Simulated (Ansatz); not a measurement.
Defect: interstitial C in silicon, neutral cell. Method: PBE, PAW (plane waves to 420 eV; Ansatz, a quantum-chemistry and plane-wave program).

Settings: 64 host sites, the relaxed PBE lattice, a 2×2×2 k-point mesh shifted by half a step, smearing 0.01 eV, spin-restricted, no image-charge correction. Energies are static. The charge state is imposed; whether it is stable for some Fermi level was not computed. Sites that were not tried may lie lower.

Barriers: single points on a 3×3×3 k-point mesh shifted by half a step at the bands' geometries.

Relaxed starting cell (atoms counted from 1):

```yaml
crystal:
  lattice:
    - [10.94000, 0.00000, 0.00000]
    - [0.00000, 10.94000, 0.00000]
    - [0.00000, 0.00000, 10.94000]
  atoms:
    - { symbol: Si, position: [0.99901, 0.00005, 0.24949] }
    - { symbol: Si, position: [0.00108, 0.99565, 0.75161] }
    - { symbol: Si, position: [0.00113, 0.50214, 0.24513] }
    - { symbol: Si, position: [0.00474, 0.50090, 0.75037] }
    - { symbol: Si, position: [0.50117, 0.00524, 0.25470] }
    - { symbol: Si, position: [0.50045, 0.00059, 0.74868] }
    - { symbol: Si, position: [0.50045, 0.49921, 0.25005] }
    - { symbol: Si, position: [0.47844, 0.48805, 0.73753] }
    - { symbol: Si, position: [0.12474, 0.37520, 0.12474] }
    - { symbol: Si, position: [0.12739, 0.37525, 0.62474] }
    - { symbol: Si, position: [0.12471, 0.87517, 0.12465] }
    - { symbol: Si, position: [0.12472, 0.87528, 0.62469] }
    - { symbol: Si, position: [0.62560, 0.37526, 0.12464] }
    - { symbol: Si, position: [0.68453, 0.37539, 0.62465] }
    - { symbol: Si, position: [0.62316, 0.87523, 0.12469] }
    - { symbol: Si, position: [0.62563, 0.87520, 0.62473] }
    - { symbol: Si, position: [0.00117, 0.24825, 0.00435] }
    - { symbol: Si, position: [0.00479, 0.24961, 0.49908] }
    - { symbol: Si, position: [0.99895, 0.75036, 0.99982] }
    - { symbol: Si, position: [0.00119, 0.75483, 0.49774] }
    - { symbol: Si, position: [0.50046, 0.25122, 0.99930] }
    - { symbol: Si, position: [0.47839, 0.26219, 0.51166] }
    - { symbol: Si, position: [0.50120, 0.74522, 0.99465] }
    - { symbol: Si, position: [0.50050, 0.74984, 0.50071] }
    - { symbol: Si, position: [0.12640, 0.12356, 0.37303] }
    - { symbol: Si, position: [0.12309, 0.12266, 0.87723] }
    - { symbol: Si, position: [0.12311, 0.62776, 0.37214] }
    - { symbol: Si, position: [0.12645, 0.62690, 0.87636] }
    - { symbol: Si, position: [0.62036, 0.13758, 0.38708] }
    - { symbol: Si, position: [0.62490, 0.12681, 0.87308] }
    - { symbol: Si, position: [0.62490, 0.62373, 0.37617] }
    - { symbol: Si, position: [0.62030, 0.61272, 0.86227] }
    - { symbol: Si, position: [0.25147, 0.99930, 0.00061] }
    - { symbol: Si, position: [0.24839, 0.99704, 0.49893] }
    - { symbol: Si, position: [0.24836, 0.50093, 0.00289] }
    - { symbol: Si, position: [0.24686, 0.50312, 0.49680] }
    - { symbol: Si, position: [0.74817, 0.00036, 0.99955] }
    - { symbol: Si, position: [0.74840, 0.00346, 0.50086] }
    - { symbol: Si, position: [0.74846, 0.49908, 0.99640] }
    - { symbol: Si, position: [0.77167, 0.51035, 0.48962] }
    - { symbol: Si, position: [0.36845, 0.37694, 0.36952] }
    - { symbol: Si, position: [0.36848, 0.37353, 0.87988] }
    - { symbol: Si, position: [0.37646, 0.87513, 0.37475] }
    - { symbol: Si, position: [0.37642, 0.87528, 0.87464] }
    - { symbol: Si, position: [0.88401, 0.37327, 0.36931] }
    - { symbol: Si, position: [0.88410, 0.37708, 0.88014] }
    - { symbol: Si, position: [0.87212, 0.87741, 0.37441] }
    - { symbol: Si, position: [0.87204, 0.87307, 0.87496] }
    - { symbol: Si, position: [0.24840, 0.24947, 0.24652] }
    - { symbol: Si, position: [0.24689, 0.24732, 0.75261] }
    - { symbol: Si, position: [0.25151, 0.75113, 0.24876] }
    - { symbol: Si, position: [0.24836, 0.75343, 0.75038] }
    - { symbol: Si, position: [0.74836, 0.25139, 0.25293] }
    - { symbol: Si, position: [0.77170, 0.24027, 0.75970] }
    - { symbol: Si, position: [0.74824, 0.75014, 0.24978] }
    - { symbol: Si, position: [0.74839, 0.74688, 0.74857] }
    - { symbol: Si, position: [0.37644, 0.12525, 0.12460] }
    - { symbol: Si, position: [0.36844, 0.12003, 0.62640] }
    - { symbol: Si, position: [0.37645, 0.62516, 0.12472] }
    - { symbol: Si, position: [0.36846, 0.63042, 0.62296] }
    - { symbol: Si, position: [0.87205, 0.12493, 0.12686] }
    - { symbol: Si, position: [0.88401, 0.11987, 0.62276] }
    - { symbol: Si, position: [0.87210, 0.62548, 0.12255] }
    - { symbol: Si, position: [0.88408, 0.63067, 0.62659] }
    - { symbol: C, position: [0.52487, 0.37507, 0.62463] }
```

End state 1 differs by these moves (Å; atoms that move under 0.08 Å are left out):

| atom | element | Δx | Δy | Δz |
|---|---|---|---|---|
| 3 | Si | -0.03 | -0.02 | 0.09 |
| 5 | Si | -0.03 | -0.11 | -0.15 |
| 6 | Si | 0.02 | -0.06 | 0.09 |
| 7 | Si | 0.02 | 0.07 | -0.10 |
| 8 | Si | 0.22 | 0.19 | 0.21 |
| 12 | Si | 0.06 | 0.06 | -0.01 |
| 14 | Si | -0.78 | -0.13 | 0.24 |
| 22 | Si | 0.24 | -0.13 | -0.78 |
| 23 | Si | -0.01 | 0.06 | 0.06 |
| 29 | Si | 0.17 | -0.24 | -0.37 |
| 30 | Si | 0.04 | -0.05 | 0.06 |
| 32 | Si | 0.07 | 0.17 | 0.16 |
| 34 | Si | 0.16 | 0.17 | 0.07 |
| 36 | Si | 0.06 | -0.05 | 0.04 |
| 40 | Si | -0.37 | -0.24 | 0.17 |
| 41 | Si | -0.03 | 0.09 | -0.18 |
| 45 | Si | -0.13 | 0.01 | 0.08 |
| 53 | Si | 0.08 | 0.01 | -0.13 |
| 54 | Si | -0.18 | 0.09 | -0.03 |
| 58 | Si | 0.21 | 0.19 | 0.22 |
| 60 | Si | 0.09 | -0.06 | 0.02 |
| 61 | Si | 0.09 | -0.02 | -0.03 |
| 62 | Si | -0.10 | 0.07 | 0.02 |
| 64 | Si | -0.15 | -0.11 | -0.03 |
| 65 | C | -0.27 | -1.36 | -0.27 |

Q: What forward and backward barriers to end state 1 does PBE, PAW give?

A: forward 0.48 eV, backward 0.48 eV; at the saddle point atom 65 has neighbours 2 Si at 1.87, 2 Si at 2.05 Å. The saddle point's order was not checked, and it lies on a symmetry element of the cell, where a band can be held.
